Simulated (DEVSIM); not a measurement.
# InP p-i-n diode

Device: InP p-i-n diode, at 350 K.

```tsv
layer (left to right)	material	thickness (μm)	Nd (cm⁻³)	Na (cm⁻³)	τn (s)	τp (s)
1	InP	0.230	-	4.1e17	6.3e-10	6.3e-10
2	InP	0.610	1.1e13	-	6.3e-10	6.3e-10
3	InP	0.900	2.5e17	-	6.3e-10	6.3e-10
```

Left contact: ohmic. Right contact: ohmic. Voltage is applied to the left contact. Recombination: SRH at mid-gap. Mobility is constant in doping.

Constants are typed, rounded textbook-type inputs, not results; the design itself was drawn at random and stands for no fabricated device. Values at 300 K; Nc and Nv go as T^1.5, mobilities as T to minus their exponent, the gap by Varshni's rule with the affinity fixed.

| parameter | InP |
|---|---|
| gap (eV) | 1.344 |
| affinity (eV) | 4.38 |
| permittivity | 12.5 |
| Nc (cm⁻³) | 5.7e17 |
| Nv (cm⁻³) | 1.1e19 |
| μn (cm²/Vs) | 5200 |
| μp (cm²/Vs) | 170 |
| T exponent of μn | 2 |
| T exponent of μp | 2 |
| Varshni α (eV/K) | 0.000363 |
| Varshni β (K) | 162 |

Simulated with DEVSIM: 1D drift-diffusion, Boltzmann statistics, complete ionisation; no tunnelling, impact ionisation, image-force lowering or self-heating.

The potential step across the device at zero bias comes out as 1.190 V, the dark forward voltage at 1 A/cm² is 0.760 V and the dark forward voltage at 100 A/cm² is 0.948 V.

Dark forward current:

| V (V) | J (A/cm²) |
|---|---|
| 0.05 | 9.2e-7 |
| 0.10 | 3.0e-6 |
| 0.15 | 7.9e-6 |
| 0.20 | 2.0e-5 |
| 0.25 | 4.9e-5 |
| 0.35 | 0.00030 |
| 0.40 | 0.00076 |
| 0.45 | 0.0019 |
| 0.50 | 0.0049 |
| 0.55 | 0.013 |
| 0.60 | 0.034 |
| 0.65 | 0.092 |
| 0.70 | 0.26 |
| 0.75 | 0.80 |
| 0.80 | 2.5 |
| 0.90 | 29 |
| 0.95 | 110 |
| 1.00 | 430 |
| 1.05 | 1800 |
| 1.10 | 6400 |

Dark reverse current:

```
V (V)  J (A/cm²)
-----  ---------
-0.10    -7.9e-7
-0.25    -1.5e-6
-0.50    -2.3e-6
-0.75    -2.9e-6
-1.00    -3.4e-6
-1.50    -4.0e-6
-2.00    -4.5e-6
-2.50    -4.8e-6
-3.25    -5.2e-6
-4.00    -5.5e-6
-5.00    -5.7e-6
```
